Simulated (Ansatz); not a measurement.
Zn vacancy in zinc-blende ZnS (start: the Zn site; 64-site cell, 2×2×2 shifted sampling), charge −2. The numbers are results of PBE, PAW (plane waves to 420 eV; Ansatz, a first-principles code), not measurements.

```yaml
total_energy_of_the_defect_cell: -131793.6145 eV
total_energy_of_the_perfect_cell: -135127.4984 eV
"μ(Zn) in hcp Zn, atoms added −1": -3319.0322 eV
"Δμ(Zn), S-rich": -1.652 eV
valence-band maximum on the cell's zero: 5.506 eV
image_correction_with_alignment: 1.110 eV
fermi_level_above_the_maximum: 1.20 eV
```

Q: Work out the formation energy.

A: E_f = E(defect) − E(perfect) − Σ n μ + q (E_VBM + E_F) + E_corr = 3333.884 − (3320.684) + (-13.411) + (1.110) = 0.90 eV.
